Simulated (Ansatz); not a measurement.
**Hf, response to strain**

The reference is Hf in the hcp (Mg type) structure (space group P6_3/mmc, No. 194; a = 3.1581 Å, c = 5.0045 Å; relaxed with 0.1 eV smearing). Axes: x lies along a and z along c of the hexagonal cell.

Strains are applied to the cell and any free atomic positions relax.

Level of theory: Ansatz (a first-principles code), PBEsol, PAW, cutoff 420 eV, scalar-relativistic without spin-orbit coupling.

Notes on the quantities. energy relative to the base: free energy F.

```csv
case,shortest interatomic distance,energy relative to the base
base,309.6 pm,0 meV/atom
tensor shear ε_xz = +0.29 %,308.9 pm,+0.1 meV/atom
tensor shear ε_xz = +1.43 %,306.0 pm,+2.7 meV/atom
tensor shear ε_xz = +2.00 %,304.7 pm,___
tensor shear ε_xz = +1.71 %,305.4 pm,+3.8 meV/atom
tensor shear ε_xz = +0.57 %,308.2 pm,+0.4 meV/atom
tensor shear ε_xz = +0.86 %,___,+1.0 meV/atom
tensor shear ε_xz = +1.14 %,306.7 pm,+1.7 meV/atom
```

Q: What belongs in the blanks?

A: 
- tensor shear ε_xz = +2.00 %, energy relative to the base: +5.2 meV/atom
- tensor shear ε_xz = +0.86 %, shortest interatomic distance: 307.4 pm

Stability against distortions was not tested. All final runs are without spin polarisation.
